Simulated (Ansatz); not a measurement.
The starting structures come from a database of crystals and need not be the phases stable at ambient conditions.

By PBEsol, the system below comes out a metal.

Without scattering a metal conducts by its projected Fermi surface.

Data:

```yaml
crystal:
  lattice:
    - [3.99821, 0.00000, 0.00000]
    - [0.00000, 4.87009, 0.00000]
    - [1.99910, 2.43505, 2.72057]
  atoms:
    - { symbol: La, position: [0.00000, 0.00000, 0.00000] }
    - { symbol: C, position: [0.50000, 0.36678, 0.00000] }
    - { symbol: C, position: [0.50000, 0.63322, 0.00000] }
```

Space group of this cell: Immm. The cell is taken as given; by PBEsol its mean pressure is -3.2 GPa.

The current flows along the normal of the first two printed cell vectors. No spin-orbit coupling; the value is a mean over 0.1 eV about the Fermi level.

Compute, with PBEsol (Ansatz, a first-principles code), the ballistic conductance per area.

0.61 × 10¹⁵ S/m² for both spins.
